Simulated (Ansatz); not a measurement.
# A computed series for CdS: response to strain

The reference is CdS in the zinc blende structure (space group F-43m, No. 216).

```
CELL_PARAMETERS angstrom
      0.00000     2.91212     2.91212
      2.91212     0.00000     2.91212
      2.91212     2.91212     0.00000
ATOMIC_POSITIONS crystal
  Cd 0.00000 0.00000 0.00000
  S  0.25000 0.25000 0.25000
```

Cartesian axes are those of the cell as printed.

Strains are applied to the cell and any free atomic positions relax; under biaxial strain the out-of-plane vector relaxes too.

All numbers come from PBEsol, PAW, 420 eV (Ansatz, a quantum-chemistry and plane-wave program; without spin-orbit coupling).

Candidates:
(a) biaxial strain +3.00 %, plane normal [001], relaxed out of plane
(b) biaxial strain +2.50 %, plane normal [001], relaxed out of plane
(c) biaxial strain −0.50 %, plane normal [001], relaxed out of plane
(d) biaxial strain +0.50 %, plane normal [001], relaxed out of plane

Task: Order them by out-of-plane strain, highest first.

Result: (c) biaxial strain −0.50 %, plane normal [001], relaxed out of plane (+0.74 %), (d) biaxial strain +0.50 %, plane normal [001], relaxed out of plane (-0.74 %), (b) biaxial strain +2.50 %, plane normal [001], relaxed out of plane (-3.80 %), (a) biaxial strain +3.00 %, plane normal [001], relaxed out of plane (-4.59 %)

Whether these cells are dynamically stable was not tested.
